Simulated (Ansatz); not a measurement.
Structures of equal composition on the (113) surface of germanium: 1 pair of surface atoms bonded, Si on one of 4 surface atoms, Cl on every dangling bond; 1 pair of surface atoms bonded, Si on one of 4 atoms of the third shell, Cl on every dangling bond; 1 pair of surface atoms bonded, Si on one of 4 atoms under the surface, Cl on every dangling bond. The slabs share one bottom face, and each structure is named by its start. These are constructed structures in small cells; real faces may alloy, dewet or reconstruct in larger ones, and not all known structures of the face are among them. Slabs of about 14 Å with all that they carry, Fermi-Dirac smearing of 0.025 eV. Bottom of the slabs: built like the top, H on every dangling bond, free. Relaxed from the named starts with such symmetry as they have, on meshes of like density; energies extrapolated to zero smearing; no spin-orbit coupling, no U. Spin-polarised runs, if any, are marked in brackets, and their order is one that fits the cell; the others ran without spin. Where a second, spin-polarised start was run, the lower counts.

Computed with PBE (plane waves to 420 eV, PAW; Ansatz, a quantum-chemistry and plane-wave program).

### Question
Put the candidates in order of energy per 1x1 cell, lowest first, for PBE.

### Answer
1 pair of surface atoms bonded, Si on one of 4 surface atoms, Cl on every dangling bond (0.000 eV, gap 0.75 eV on the mesh), 1 pair of surface atoms bonded, Si on one of 4 atoms of the third shell, Cl on every dangling bond (0.167 eV, gap 0.75 eV on the mesh), 1 pair of surface atoms bonded, Si on one of 4 atoms under the surface, Cl on every dangling bond (0.195 eV, gap 0.75 eV on the mesh)
